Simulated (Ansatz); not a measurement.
The starting structures come from a database of crystals and need not be the phases stable at ambient conditions.

 Where the default PAW files enter, the runs use the earlier of Ansatz's two default sets.

Inside the gap of an insulator the Bloch states are evanescent, with a wavenumber k + iκ along the transport direction.

Here is the system:

```yaml
crystal:
  lattice:
    - [3.24090, 0.00000, 0.00000]
    - [0.00000, 4.86658, 0.00000]
    - [0.00000, 0.00000, 4.64436]
  atoms:
    - { symbol: Sn, position: [0.50000, 0.50000, 0.50000] }
    - { symbol: Sn, position: [0.00000, 0.00000, 0.00000] }
    - { symbol: O, position: [0.00000, 0.32104, 0.29185] }
    - { symbol: O, position: [0.00000, 0.67896, 0.70815] }
    - { symbol: O, position: [0.50000, 0.17896, 0.79185] }
    - { symbol: O, position: [0.50000, 0.82104, 0.20815] }
```

Space group of this cell: Pnnm. The cell is strained (lengths along the current scaled by 0.97, ions clamped); by r2SCAN its mean pressure is -3.2 GPa.

Transport runs along the normal of the first two printed cell vectors.

No gap correction and no spin-orbit coupling; mid-gap values are interpolated between computed energies.

### Question
Compute, with r2SCAN in Ansatz (a first-principles code), the band gap and the smallest decay constant κ at mid-gap.

### Answer
Gap 1.72 eV on a 10×6×8 mesh; κ = 0.185 1/Å, at the zone centre.
